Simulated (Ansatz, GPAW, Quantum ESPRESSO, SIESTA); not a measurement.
## BaMg6W (P1, 8 atoms in the cell) computed with different codes at matched settings

Self-consistent single point, at a second geometry (atoms moved at random). First geometry:

```
BaMg6W
1.0
    6.66290     0.00000     0.00000
    0.00000     6.66290     0.00000
    0.00000     0.00000     4.35240
Ba Mg W
1 6 1
Cartesian
  0.00000   0.00000   2.17620
  0.00000   3.33145   2.17620
  3.33145   0.00000   2.17620
  4.73985   1.92305   0.00000
  1.92305   4.73985   0.00000
  4.73985   4.73985   0.00000
  1.92305   1.92305   0.00000
  3.33145   3.33145   2.17620
```

Second geometry:
```yaml
crystal:
  lattice:
    - [6.66290, 0.00000, 0.00000]
    - [0.00000, 6.66290, 0.00000]
    - [0.00000, 0.00000, 4.35240]
  atoms:
    - { symbol: Ba, position: [0.99701, 0.00371, 0.49522] }
    - { symbol: Mg, position: [0.99831, 0.50222, 0.50919] }
    - { symbol: Mg, position: [0.50173, 0.00167, 0.50989] }
    - { symbol: Mg, position: [0.71208, 0.29044, 0.00139] }
    - { symbol: Mg, position: [0.29528, 0.70635, 0.99713] }
    - { symbol: Mg, position: [0.70949, 0.71046, 0.98171] }
    - { symbol: Mg, position: [0.29484, 0.28569, 0.01034] }
    - { symbol: W, position: [0.49125, 0.49945, 0.49512] }
```

Shared settings, as Ansatz (a program for electronic structure) writes them: kpoints.mp_grid.grid = 3 3 5; scf.occupations.method = fermi_dirac; scf.occupations.width = 0.1 eV. Potentials and cutoffs stand in the table.

```
code                                                                                                                                 model  ΔF from the first geometry (meV/atom)  pressure (GPa)  largest force (eV/Å)       cutoff
----------------  ------------------------------------------------------------------------------------------------------------------------  -------------------------------------  --------------  --------------------  -----------
SIESTA            LDA PW92, numerical atomic orbitals TZP, PseudoDojo LDA standard norm-conserving potentials (rewritten from UPF to PSML)                                    5.7            1.20                 0.425  grid 400 Ry
Quantum ESPRESSO                                                                       LDA (PZ), GBRV 1.5 ultrasoft (LDA) pseudopotentials                                    5.2           -2.66                 0.369        40 Ry
GPAW                                                                         LDA (Perdew-Wang 92), GPAW PAW datasets LDA (gpaw-data 1.0.1)                                    5.2           -2.32                 0.368       800 eV
Ansatz                                                                                                 LDA (PW92), PAW files made with PBE                                    5.2           -2.37                 0.368       420 eV
```

Size of the force on each atom (eV/Å): Sizes of forces hide their directions.

```
code                Ba1    Mg2    Mg3    Mg4    Mg5    Mg6    Mg7     W8
----------------  -----  -----  -----  -----  -----  -----  -----  -----
SIESTA            0.363  0.196  0.252  0.244  0.299  0.363  0.268  0.425
Quantum ESPRESSO  0.223  0.160  0.173  0.080  0.304  0.225  0.239  0.369
GPAW              0.229  0.160  0.175  0.084  0.301  0.223  0.236  0.368
Ansatz            0.222  0.159  0.172  0.080  0.302  0.224  0.237  0.368
```

On Ansatz's run: spin-orbit coupling is off. Spin polarisation is off.

The spread over the programs that give each value: ΔF from the first geometry within 0.5 meV/atom; pressure within 3.86 GPa; largest force within 0.057 eV/Å.

SIESTA uses small atom-centred bases, whose incompleteness enters pressures, forces and empty levels differently from a plane-wave cutoff. Ansatz's pressure is given at a fixed set of plane waves, as the other plane-wave codes print theirs. The same LDA comes in different parametrisations, which differ slightly. In the pressure, SIESTA (by 3.57) lies more than 1 GPa from the median of the plane-wave programs. In the force vectors, SIESTA (by 0.172) lies more than 0.08 eV/Å from the median of the plane-wave programs.

The starting cell comes from a database of computed structures (which also holds hypothetical and non-ambient phases and stackings), without a prior relaxation at this level. Its lattice was rescaled by a random factor within 2.5 % of one. For this run, on top of that: atoms moved at random.

Left out of this page: CP2K (unsound by tests on forces, stress, charge or solver warnings).

Keys are those of Ansatz 0.2.
